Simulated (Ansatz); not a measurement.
System: C11b WSi₂. Method: PBE+SOC (Ansatz, a first-principles code, PAW).

Numerical settings: plane-wave cutoff 520 eV, 24×24×24 k mesh, Fermi–Dirac smearing 0.05 eV, PAW data made under PBE.

Properties against volume:

Shape and atoms are relaxed at each volume.

```
V (Å³/atom)  P (GPa)  c (Å)  a (Å)
-----------  -------  -----  -----
13.120          9.66  7.775  3.182
13.394          4.57  7.820  3.206
13.667          0.00  7.865  3.229
13.940         -4.10  7.910  3.252
14.214         -7.77  7.954  3.274
```

Note: the bulk modulus comes from volumes at which shape and atoms were relaxed.
